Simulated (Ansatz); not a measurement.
# Zn interstitial (chalcopyrite ZnGeP2 host)

Computed with PBE, PAW (plane waves to 420 eV; Ansatz, a quantum-chemistry and plane-wave program). Cell: 64 sites, 2×2×1 repeats of a cell of 16 atoms; final energies on a 2×2×2 shifted mesh. Site at the start: void with 4P nearest. Energies of charged states are corrected for periodic images (point charge plus alignment at distant sites). Dielectric constants: PBE linear response of the host. Host gap at this level: 1.14 eV. These values are not converged in cell size to better than tenths of an eV. PBE underestimates the host's gap, which shifts levels and can delocalise carriers. Spin–orbit coupling is left out. Each state is the lowest found from its start.

The name describes the start; the neighbours show where the atoms ended.

Charges with a result: +2, +1, 0. Others weren't obtained, and one of them could lie lower, also by skipping a charge.

```csv
charge,moment (μB),largest move off a lattice site (Å),neighbours of the last Zn atom of the defect at the end (Å),image correction with alignment (eV)
+2,not spin-polarised,0.16,"P 2.41, P 2.42, P 2.42, P 2.42, Zn 2.65",0.77
+1†,quenched,0.13,"P 2.41, P 2.41, P 2.44, P 2.44, Zn 2.69",0.28
0†,not spin-polarised,0.13,"P 2.40, P 2.40, P 2.44, P 2.45",0.00
```

† Not settled in this cell, so no level is given: charge +1: a level filled in part, carriers not clearly localised; charge 0: carriers not clearly localised.

Starting moments that weren't kept: charge +1 began with 1 μB and ended with 0.0.

No other site or start that was run ended lower by more than 0.1 eV.

Flagged in the runs: a host whose relaxation on this sampling wasn't shown to rest, a strain field that reaches the edge of the cell.
